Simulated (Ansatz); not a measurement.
Calculation: PBE (plane waves to 420 eV, PAW; Ansatz, a program for electronic structure).

Planar average of the electrostatic potential across the slab, in eV from the Fermi level, for the (100) surface of rock-salt TiN, Si on half the Ti sites of the top plane, c(2x2) (bottom of the slab: a bare face, its two planes held):

(z (Å), V (eV)): (3.53, 2.49); (3.83, 2.49); (4.12, 2.48); (4.42, 2.48); (4.71, 2.47); (5.01, 2.45); (5.30, 2.42); (5.59, 2.36); (5.89, 2.24); (6.18, 2.03); (6.48, 1.59); (6.77, 0.70); (7.07, -1.34); (7.36, -6.30); (7.66, -13.84); (7.95, -18.56); (8.24, -16.74); (8.54, -9.90); (8.83, -3.85); (9.13, -2.32); (9.42, -5.55); (9.72, -12.71); (10.01, -18.45); (10.31, -17.96); (10.60, -11.68); (10.89, -4.93); (11.19, -2.39); (11.48, -4.48); (11.78, -10.89); (12.07, -17.48); (12.37, -18.66); (12.66, -13.45); (12.96, -6.16); (13.25, -2.46); (13.54, -3.44); (13.84, -9.42); (14.13, -16.67); (14.43, -18.95); (14.72, -14.62); (15.02, -7.59); (15.31, -3.38); (15.61, -3.71); (15.90, -8.09); (16.19, -14.54); (16.49, -18.68); (16.78, -16.60); (17.08, -9.44); (17.37, -3.49); (17.67, -3.42); (17.96, -7.91); (18.26, -15.25); (18.55, -19.39); (18.84, -16.02); (19.14, -7.31); (19.43, -0.61); (19.73, 1.84); (20.02, 2.87); (20.32, 3.31); (20.61, 3.50); (20.91, 3.58); (21.20, 3.62); (21.49, 3.64); (21.79, 3.64); (22.08, 3.65); (22.38, 3.65); (22.67, 3.65); (22.97, 3.65)

Set-up: 24 atoms, 10.5 Å thick at the start with caps and adatoms (thin: gaps and levels are the slab's own); mesh 9x9x1; 0.1 eV smearing; dipole correction on; 8 atoms held, the rest relaxed; held to the start's symmetry, so lower structures may exist; no spin, no spin-orbit, no U. It is one candidate, not shown to be the stable structure of the face.

### Question
The surface cell has an area of 18.04 Å². What dipole along the normal does the step between the two vacuum levels imply?

### Answer
the top vacuum level lies 1.16 eV above the bottom one; p = −ε₀ A ΔV (ε₀ = 0.005526 e/(V·Å)) gives -0.12 e·Å a cell.
